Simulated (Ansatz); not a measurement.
Defect: Ag vacancy in fcc Ag, neutral cell. The step: a nearby Ag atom hops onto the vacant site; the atom moves 2.86 Å along (0.00, 0.49, -0.49) of the unit cell; the moving atom starts with neighbours 4 Ag at 2.90, 2 Ag at 2.93, 4 Ag at 2.95, Ag at 2.97 Å and ends with 4 Ag at 2.90, 2 Ag at 2.93, 4 Ag at 2.95, Ag at 2.97 Å. DFT values are from Ansatz (plane-wave PAW, 420 eV unless said) in a cell of 32 host sites, spin-restricted, static, with no finite-size correction. Forms of the defect that were not tried may lie lower. For the PBE band: the saddle point's order was not checked, and it lies on a symmetry element of the cell, where a band can be held.

```csv
Level,Forward barrier (eV),Cost of the band or of the saddle's single point
"CHGNet universal potential (has no charge state), its own band",0.45,-
"PBE, a 3×3×3 k-point mesh shifted by half a step, band relaxed",0.60,very roughly 50 core-minutes
"PBE, a 4×4×4 k-point mesh shifted by half a step, same geometries",0.60,about 7 core-minutes (a rough figure)
"r2SCAN at 500 eV, a 3×3×3 k-point mesh shifted by half a step, same geometries",0.55,very roughly 6 core-minutes
```

Ansatz is a quantum-chemistry and plane-wave program.
